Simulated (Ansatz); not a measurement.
Results of PBE+SOC (Ansatz, a first-principles code, plane waves, PAW) for fluorite PbF₂ (high-temperature phase).

Run with plane-wave cutoff 520 eV, 10×10×10 k mesh, Fermi–Dirac smearing 0.01 eV, PAW data made under PBE.

Properties against volume:

```csv
V (Å³/atom),P (GPa),direct gap at Γ (eV),smallest gap on the k mesh (eV)
16.906,4.77,7.177,4.046
17.265,2.99,7.031,4.048
17.625,1.41,6.888,4.047
17.985,0.00,6.749,4.044
18.344,-1.26,6.614,4.038
18.704,-2.38,6.482,4.019
19.064,-3.38,6.353,3.997
```

The fundamental gap (4.04 eV at the equilibrium volume, with added k points) lies elsewhere than Γ–Γ.
